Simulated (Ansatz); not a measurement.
## A computed series for Sr2MoO4: pressure series

Start from Sr$_{2}$MoO$_{4}$ (space group I4/mmm, No. 139; a = 3.8780 Å, c = 12.7982 Å; a cell from a computed database, its experimental status unchecked).

Cell and atoms are relaxed at each pressure.

Level of theory: Ansatz (an electronic-structure program), PBEsol, PAW, cutoff 420 eV, no SOC.

Notes on the quantities. enthalpy: H = E + PV relative to the base's energy.

```csv
variant,c/a ratio,lattice parameter a,enthalpy
base,3.300,3.878 Å,–
pressure 0.3 GPa,3.300,3.876 Å,+0.03 eV/atom
pressure 0.7 GPa,3.298,3.873 Å,+0.06 eV/atom
pressure 1.5 GPa,3.296,3.867 Å,+0.13 eV/atom
```

Load acts through the strain it causes; cell and atoms are relaxed under it. Whether these cells are dynamically stable was not tested. No Hubbard U is applied, and correlation can decide whether such a compound is a metal. All final runs are without spin polarisation.
